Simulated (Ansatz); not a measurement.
Consider the following.

```
YN
1.0
    0.00000     2.44779     2.41886
    2.44779     0.00000     2.41886
    2.44779     2.44779     0.00000
Y N
1 1
Direct
  0.00000   0.00000   0.00000
  0.50000   0.50000   0.50000
```

Calculation: r2SCAN, rigid bands (plane waves, PAW, scalar-relativistic; Ansatz, a first-principles code). Condition of this run: biaxial stress in (001) of -3 GPa (compression positive) (the target of the relaxation). How the cell was made: cell and atoms relaxed with PBEsol, then loaded as said.

Task: What conductivity effective mass do dilute electrons have at 300 K?

Result: 0.184 (x), 0.184 (y), 0.38 (z) mₑ.

Task: What conductivity effective mass do dilute holes have at 300 K?

Result: 0.85 (x), 0.85 (y), 0.24 (z) mₑ.

Task: And the band gap?

Result: 0.50 eV at this level; semilocal functionals usually fall short of the measured gap.

Rigid bands, one relaxation time for all states, no polarons. Spin-orbit coupling is left out; where it splits the top of the valence band it changes the hole mass and lowers the gap by about a third of the splitting. Geometry: cell and atoms relaxed with PBEsol.
